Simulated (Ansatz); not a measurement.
We consider 1T (CdI2-type) MgI2, described by PBEsol (PAW; Ansatz, an electronic-structure program).

Numerical settings: plane-wave cutoff 520 eV, 12×12×6 k mesh (along the axes of the cell as run), perturbation theory, force constants from a 6×6×2 q mesh, scalar-relativistic PAW data made under PBE.

Computed at the level's own relaxed cell.

Harmonic phonon frequencies (cm⁻¹; i marks an imaginary mode; at Γ without the LO shift):

```json
[
 {"q point": "Γ", "frequencies": "0 0 0 64 64 105 177 177 267"},
 {"q point": "A", "frequencies": "12 12 22 62 62 103 177 177 289"},
 {"q point": "K", "frequencies": "60 72 72 86 86 97 173 211 211"}
]
```

No imaginary mode appears at these points.

Note: the cell comes from a level without a dispersion term, which matters for the spacing of layers, chains or molecules; the cell has widely spaced layers and the level no dispersion term, so their spacing and the moduli can rest on weak binding.
